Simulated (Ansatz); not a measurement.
## H interstitial started at a bond centre in rock-salt LiF

Calculation: PBE, PAW (plane waves to 420 eV; Ansatz, a first-principles code). Cell: 64 sites, 2×2×2; final energies on a 2×2×2 shifted mesh. Site at the start: bond centre of Li and F, 2.03 Å. Finite-size correction: monopole term and site-potential alignment. Dielectric constants: PBE linear response of the host. Host gap at this level: 8.83 eV. A cell of this size leaves errors of a few tenths of an eV. PBE underestimates the host's gap, which shifts levels and can delocalise carriers. Spin–orbit coupling is left out. Each state is the lowest found from its start.

Formation energies E_f are given with the Fermi level at the valence-band maximum. Chemical conditions: F-rich (Δμ(H) = -2.74 eV, bounded by HF molecule; only phases computed here count, gases as isolated molecules at 0 K); Li-rich (Δμ(H) = -0.83 eV, bounded by LiH (Fm-3m); only phases computed here count, gases as isolated molecules at 0 K). Reference phases: H: H2 molecule in a box.

The name describes the start; the neighbours show where the added atom ended.

```csv
charge,moment (μB),point group,largest move off a lattice site (Å),neighbours of the added atom at the end (Å),image correction with alignment (eV),"E_f, F-rich (eV)","E_f, Li-rich (eV)"
+1,not spin-polarised,D2h,0.41,"F 1.15, F 1.15, Li 1.84, Li 1.84",0.27,0.55,-1.36
0,1.0,Td,0.19,"Li 1.88, Li 1.88, Li 1.88, Li 1.88, F 1.95, F 1.95, F 1.95, F 1.95 (the shell may go on)",0.00,6.35,4.45
−1,not spin-polarised,near Td,0.45,"Li 1.70, Li 1.70, Li 1.70, Li 1.71",0.21,11.21,9.30
```

Point groups are those of the whole cell at tolerances of 0.03 and 0.1 Å ("near" where only the looser one holds); none is given for unsettled states.

No other site or start that was run ended lower by more than 0.1 eV.

Transition levels above the valence-band maximum: ε(+1/0) = 5.81 eV; ε(0/−1) = 4.85 eV. On the lower envelope of the bound states, inside the gap: (+1/−1) at 5.33 eV; the others aren't thermodynamic.

Flagged in the runs: a doubtful potential alignment.
